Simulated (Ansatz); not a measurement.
The reference is InSb in the zinc blende structure (space group F-43m, No. 216; a = 6.557 Å).

Structures relaxed with DFT with r2SCAN, PAW potentials and a 500 eV plane-wave cutoff in Ansatz (a program for electronic structure), no spin-orbit coupling, earlier PAW set.

Base:

Simulated powder pattern, Cu Kα, λ = 1.54184 Å (kinematic, ideal powder, no thermal factors, no anomalous dispersion; the 10 strongest lines at most, above 2 %, up to 2θ = 90°):

```
2θ (°)  I/Imax (%)    hkl
------  ----------  -----
23.50          100  (111)
38.84           80  (220)
45.90           49  (311)
56.10           13  (400)
61.66           20  (331)
70.33           27  (422)
75.31           15  (511)
83.37          8.5  (440)
88.14           15  (531)
```

After one change:

Simulated powder pattern, Cu Kα, λ = 1.54184 Å (kinematic, ideal powder, no thermal factors, no anomalous dispersion; the 10 strongest lines at most, above 2 %, up to 2θ = 90°):

```tsv
2θ (°)	I/Imax (%)
23.27	32
23.71	100
38.74	54
39.29	52
45.68	18
46.17	30
46.41	16
56.36	18
62.39	13
70.86	17
```

Task: What was done to the base?
A) x(Nb) = 0.25, 8 atoms, Pmm2
B) x(Nb) = 0.333, 6 atoms, I-4m2
C) x(Nb) = 0.25, 8 atoms, R3m

Result: C, x(Nb) = 0.25, 8 atoms, R3m. Its volume per atom is 34.81 Å³ against 35.24 Å³, and its space group is R3m (No. 160).

These are small ordered cells, not random alloys; other orderings at the same x differ. Stability against distortions was not tested. All final runs are without spin polarisation.
